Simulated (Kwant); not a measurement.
Device: wire with an abrupt hard-wall neck in a In0.53Ga0.47As two-dimensional gas. Effective mass 0.041 mₑ, grid spacing 6.7 nm, hard walls, nominal width 200 nm (29 grid rows, so walls 201 nm apart), one parabolic valley, scattering region 600 nm long along x; energies count from the band bottom; Fermi energy swept from 0.00011464 to 0.001976 eV. Central neck 120 nm wide and 250 nm long.

The device is made up for the run: typed textbook-type constants, with dimensions and the other settings drawn at random.

Model: effective-mass tight-binding model on a square grid, one spin, coherent transport at 0 K (Kwant). Conductance is in e²/h.

Sweep values stay those of the base run.

Base results: mean G (e²/h) over the sweep 0.67; G (e²/h) at E = 1.032 meV 0.99; G (e²/h) at E = 1.490 meV 0.99; G (e²/h) at E = 0.5732 meV 0.024.

Q: What follows from this one change: effective mass 0.041 → 0.025 mₑ?

A: mean G over the sweep 0.67 → 0.43 e²/h; G at E = 1.032 meV 0.99 → 0.11 e²/h; G at E = 1.490 meV 0.99 → 0.84 e²/h; G at E = 0.5732 meV 0.024 → 0.00019 e²/h.

Q: What follows from this one change: neck length 250 → 75 nm?

A: mean G over the sweep 0.67 → 0.70 e²/h; G at E = 1.032 meV 0.99 → 0.94 e²/h; G at E = 1.490 meV little changed (1.00 e²/h); G at E = 0.5732 meV 0.024 → 0.35 e²/h.
